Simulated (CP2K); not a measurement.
Convergence study of shifted k-point meshes for Sr (Fm-3m, 1 atom in the cell)

```
CELL_PARAMETERS angstrom
      4.28631     0.00000     0.00000
      2.14316     3.71205     0.00000
      2.14316     1.23735     3.49976
ATOMIC_POSITIONS crystal
  Sr 0.00000 0.00000 0.00000
```

Level of theory: PBE, GPW, DZVP-MOLOPT-PBE-GTH basis, GTH-PBE potentials (POTENTIAL_UZH) in CP2K 2026.2.

Base settings: CUTOFF = 500 Ry; REL_CUTOFF = 50 Ry; SMEAR/METHOD = FERMI_DIRAC; ELECTRONIC_TEMPERATURE = 1160.45 K; KPOINTS/SCHEME = MACDONALD 4 4 4 0.125 0.125 0.125; XC_FUNCTIONAL = PBE; Sr/BASIS_SET = DZVP-MOLOPT-PBE-GTH-q10; Sr/POTENTIAL = GTH-PBE-q10; METHOD = GPW; EPS_DEFAULT = 1e-10.

Only quantities that move along the ladder and can be compared are tabulated.

The starting cell has typed, rounded lattice constants, without a prior relaxation at this level. Its lattice was rescaled by up to half a per cent. Values carry the incompleteness of an atom-centred basis. Without a gap this mesh is coarse (it stands for a supercell whose shortest vector is 17 Å).

| KPOINTS/SCHEME | free energy less the last step's (meV/atom) | pressure (GPa) |
|---|---|---|
| MONKHORST-PACK 2 2 2 | -8.06 | 0.86 |
| MACDONALD 3 3 3 0.1666666667 0.1666666667 0.1666666667 | 40.09 | 0.37 |
| MONKHORST-PACK 4 4 4 | 5.50 | 0.21 |
| MACDONALD 5 5 5 0.1 0.1 0.1 | 0.56 | 0.22 |
| MONKHORST-PACK 6 6 6 | -0.24 | 0.24 |
| MACDONALD 7 7 7 0.07142857143 0.07142857143 0.07142857143 | -0.55 | 0.24 |
| MONKHORST-PACK 8 8 8 | -0.19 | 0.24 |
| MACDONALD 9 9 9 0.05555555556 0.05555555556 0.05555555556 | -0.04 | 0.24 |
| MONKHORST-PACK 10 10 10 | 0.02 | 0.24 |
| MACDONALD 11 11 11 0.04545454545 0.04545454545 0.04545454545 | 0.03 | 0.24 |
| MONKHORST-PACK 12 12 12 | 0.01 | 0.24 |
| MONKHORST-PACK 14 14 14 | 0.00 | 0.24 |
| MACDONALD 15 15 15 0.03333333333 0.03333333333 0.03333333333 | 0.00 | 0.24 |
| MACDONALD 17 17 17 0.02941176471 0.02941176471 0.02941176471 | 0.00 | 0.24 |

Coarsest KPOINTS/SCHEME that holds the pressure within 0.5 GPa of the last step, with all finer ones: MACDONALD 3 3 3 0.1666666667 0.1666666667 0.1666666667; the step before is off by 0.62 GPa.

Coarsest KPOINTS/SCHEME that holds the free energy within 0.5 meV/atom of the last step, with all finer ones: MONKHORST-PACK 8 8 8; the step before is off by 0.55 meV/atom.
